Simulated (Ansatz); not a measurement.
## What Sn on a S site (antisite), symmetric start does to SnS2

The parent structure is a 24-atom supercell of SnS2 in the CdI2 type structure (space group P-3m1, No. 164; a = 3.669 Å, c = 5.806 Å; layered, stacked along the Cartesian z axis) at its relaxed geometry.

Modification: a neutral Sn on a S site (antisite), symmetric start, atoms relaxed at fixed cell.

Calculations: plane-wave PAW DFT at the PBE-D3(BJ) level (Ansatz, a first-principles code, 420 eV), spin-orbit coupling left out. Γ-centred 4×4×4 mesh, Fermi–Dirac width 0.01 eV.

The gap of the supercell changes from 1.26 eV to zero and the energy gained by relaxation comes out as 1.79 eV. The largest displacement of a host atom from its site in the perfect cell is 0.13 Å and the shift of the substituted atom off its lattice site comes out as 0.96 Å.

Final structure:

```
Sn3S5
1.0
    7.33879     0.00000    -5.80621
   -3.66939     6.35558     0.00000
    7.33879     0.00000     5.80621
Sn S
9 15
Direct
  0.00029   0.99987   0.00174
  0.00029   0.50216   0.00174
  0.24577   0.99502   0.24428
  0.25447   0.49913   0.24379
  0.50466   0.99805   0.49273
  0.50466   0.49935   0.49273
  0.75137   0.00443   0.75750
  0.75164   0.50003   0.74841
  0.88471   0.33934   0.29397
  0.95135   0.83455   0.21776
  0.21518   0.32767   0.46267
  0.21518   0.85019   0.46267
  0.46357   0.33261   0.70165
  0.45855   0.82901   0.69947
  0.69712   0.33071   0.95543
  0.69712   0.82184   0.95543
  0.80516   0.16990   0.53002
  0.80516   0.66527   0.53002
  0.04823   0.16950   0.79078
  0.04264   0.66793   0.79323
  0.29899   0.15815   0.03211
  0.29899   0.67294   0.03211
  0.55860   0.16882   0.27904
  0.54630   0.66353   0.28075
```

The magnetic state is the one reached from the starting moments; the real material's order can differ, and small cells can't hold many antiferromagnetic ones. The cell is small, so the values are those of an ordered compound at a high defect concentration; dilute-limit values will differ. The mesh was chosen for an insulator and is coarse for the gapless case. The defect started on the symmetric site and kept its symmetry, so it may sit on a saddle. Starting moments died away, wholly or in part, for Sn on a S site (antisite); another magnetic solution may exist. The defect cell is spin-polarised and ends with 0.0 μB.
